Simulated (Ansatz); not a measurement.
Ansatz (a quantum-chemistry and plane-wave program) run on the (111) slab of Cs2PdCl4 (cut from a parent of space group no. 123; 14 atoms in the cell): self-consistent single point.

Level of theory: LDA (PW92), default PAW files made with PBE (plane waves; Ansatz).

The change in words: vacuum of 4 angstrom (first run: 14 Å). Reference geometry:
```
CELL_PARAMETERS angstrom
     10.65151     0.00000     0.00000
      5.32576     7.09482     0.00000
      0.00000     0.00000    20.59629
ATOMIC_POSITIONS crystal
  Cs 0.84522 0.80956 0.41458
  Cs 0.34522 0.80956 0.41458
  Pd 0.34522 0.30956 0.41458
  Cl 0.46843 0.06313 0.48929
  Cl 0.22201 0.55598 0.33987
  Cl 0.56388 0.30956 0.41458
  Cl 0.12656 0.30956 0.41458
  Cs 0.62696 0.24607 0.58542
  Cs 0.12696 0.24607 0.58542
  Pd 0.12696 0.74608 0.58542
  Cl 0.25017 0.49965 0.66013
  Cl 0.00375 0.99250 0.51071
  Cl 0.34562 0.74608 0.58542
  Cl 0.90830 0.74608 0.58542
```

Reference input (self-consistent single point, DFT, LDA (PW92), plane waves, default PAW files made with PBE): basis.ecutwfc = 420 eV; kpoints.mp_grid.grid = 2 2 1; hamiltonian.xc = lda; hamiltonian.pseudopotentials = {kind: paw} (the program's default PAW files); scf.occupations.method = fermi_dirac; scf.occupations.width = 0.05 eV. This run's input differs from it in these lines:

Ansatz 0.2 input:
```diff
@@ -4,18 +4,18 @@
     - [5.32575700, 7.09482400, 0.00000000]
-    - [0.00000000, 0.00000000, 20.59629400]
+    - [0.00000000, 0.00000000, 10.59629300]
   atoms:
-    - { symbol: Cs, position_ang: [13.31439250, 5.74365734, 8.53879097] }
-    - { symbol: Cs, position_ang: [7.98863550, 5.74365734, 8.53879097] }
-    - { symbol: Pd, position_ang: [5.32575700, 2.19624534, 8.53879097] }
-    - { symbol: Cl, position_ang: [5.32576233, 0.44793171, 10.07760188] }
-    - { symbol: Cl, position_ang: [5.32575700, 3.94456606, 7.00000065] }
-    - { symbol: Cl, position_ang: [7.65481705, 2.19624534, 8.53879097] }
-    - { symbol: Cl, position_ang: [2.99669695, 2.19624534, 8.53879097] }
-    - { symbol: Cs, position_ang: [7.98863017, 1.74585882, 12.05750303] }
-    - { symbol: Cs, position_ang: [2.66287317, 1.74585882, 12.05750303] }
-    - { symbol: Pd, position_ang: [5.32575167, 5.29327082, 12.05750303] }
-    - { symbol: Cl, position_ang: [5.32575700, 3.54495719, 13.59629335] }
-    - { symbol: Cl, position_ang: [5.32576233, 7.04159154, 10.51869212] }
-    - { symbol: Cl, position_ang: [7.65481173, 5.29327082, 12.05750303] }
-    - { symbol: Cl, position_ang: [13.64820562, 5.29327082, 12.05750303] }
+    - { symbol: Cs, position_ang: [13.31439250, 5.74365734, 3.53879099] }
+    - { symbol: Cs, position_ang: [7.98863550, 5.74365734, 3.53879099] }
+    - { symbol: Pd, position_ang: [5.32575700, 2.19624534, 3.53879099] }
+    - { symbol: Cl, position_ang: [5.32576233, 0.44793171, 5.07760585] }
+    - { symbol: Cl, position_ang: [5.32575700, 3.94456606, 1.99999732] }
+    - { symbol: Cl, position_ang: [7.65481705, 2.19624534, 3.53879099] }
+    - { symbol: Cl, position_ang: [2.99669695, 2.19624534, 3.53879099] }
+    - { symbol: Cs, position_ang: [7.98863017, 1.74585882, 7.05750201] }
+    - { symbol: Cs, position_ang: [2.66287317, 1.74585882, 7.05750201] }
+    - { symbol: Pd, position_ang: [5.32575167, 5.29327082, 7.05750201] }
+    - { symbol: Cl, position_ang: [5.32575700, 3.54495719, 8.59629568] }
+    - { symbol: Cl, position_ang: [5.32576233, 7.04159154, 5.51868715] }
+    - { symbol: Cl, position_ang: [7.65481173, 5.29327082, 7.05750201] }
+    - { symbol: Cl, position_ang: [13.64820562, 5.29327082, 7.05750201] }
 basis:
```

Log, with long lists cut:

```
SCF iter   1: F=—  HF=-44078.929925 eV  |F-HF|=—  |Δ(HF+E_count)|=         —  Δρ=4.62e-3  dr2=1.71e-1  ethr=1.77e-3  ⟨swp⟩=9.0  Hψ=1236  notcnv=0  defer=6
all-band conjugate gradients solve this SCF's bands
preconditioner: auto → Resta (q_TF=auto, 2.010 Å⁻¹)
SCF iter   2: F=—  HF=-44078.884030 eV  |F-HF|=—  |Δ(HF+E_count)|=   4.59e-2  Δρ=2.05e-3  dr2=2.56e-2  ethr=1.33e-4  ⟨swp⟩=2.0  Hψ=380  notcnv=0  defer=16
   [... lines left out ...]
SCF iter   5: F=—  HF=-44078.878560 eV  |F-HF|=—  |Δ(HF+E_count)|=   4.56e-4  Δρ=1.43e-4  dr2=2.19e-4  ethr=2.28e-6  ⟨swp⟩=2.0  Hψ=284  notcnv=0  defer=16
SCF iter   6: F=—  HF=-44078.878543 eV  |F-HF|=—  |Δ(HF+E_count)|=   1.73e-5  Δρ=2.33e-5  dr2=5.36e-6  ethr=1.71e-7  ⟨swp⟩=2.0  Hψ=312  notcnv=0  defer=16
SCF iter   7: F=—  HF=-44078.878520 eV  |F-HF|=—  |Δ(HF+E_count)|=   2.29e-5  Δρ=3.75e-6  dr2=2.09e-7  ethr=4.19e-9  ⟨swp⟩=2.0  Hψ=420  notcnv=0  defer=16
SCF iter   8: F=-44078.878520 eV  HF=-44078.878520 eV  |F-HF|=4.26e-9  |Δ(HF+E_count)|=   1.44e-8  Δρ=1.16e-6  dr2=1.77e-8  ethr=7.81e-11  ⟨swp⟩=15.3  Hψ=1214  notcnv=0
SCF 1 converged in 8 iterations: F = -44078.878520 eV  dr2 = 1.77e-8
Free energy (F): -44078.878520 eV
Internal energy: -44078.878520 eV  (E = F + TS)
E sigma→0 (E₀):  -44078.878520 eV
Entropy (-TS):   -0.000000 eV (-0.000 meV/atom)
Fermi energy:    0.463503 eV
--- Forces (eV/Å), atoms counted from 1 ---
  atom   1  Cs     0.26630063    -0.02586895     0.20532282
  atom   2  Cs    -0.26630063    -0.02586895     0.20532282
  atom   3  Pd     0.00000000     0.26919955    -0.10561690
  atom   4  Cl     0.00000000     0.24422964    -0.27336041
  atom   5  Cl     0.00000000    -0.38707743     0.65203832
  atom   6  Cl    -0.50807522    -0.01242566     0.13878909
  atom   7  Cl     0.50807522    -0.01242566     0.13878909
  atom   8  Cs    -0.26630063     0.02586895    -0.20532282
   [... lines left out ...]
  atom  14  Cl     0.50807522     0.01242566    -0.13878909
--- Stress (GPa, compression-positive) ---
       -1.887608       0.000000       0.000000
        0.000000      -2.066225       0.289949
        0.000000       0.289949      -1.260497
  P = ⅓ Tr σ = -1.7381 GPa (-17.381 kbar)
  The stress holds the Pulay correction. Without it, at fixed plane waves, as pw.x and ABINIT print it: P = -1.7415 GPa
```

The run converged in 8 iterations. Against the reference run the free energy rises by 1.2 meV/atom, the largest force goes from 0.743 to 0.758 eV/Å and the gap on the mesh goes from 1.722 to 1.683 eV.

The starting cell comes from a database of computed structures (which also holds hypothetical and non-ambient phases and stackings), without a prior relaxation at this level. The slab is cut from that crystal, and its faces are unrelaxed. Its lattice was rescaled by up to half a per cent. Spin polarisation is off, though cut faces can carry moments; a gap of a slab can lie between surface states.
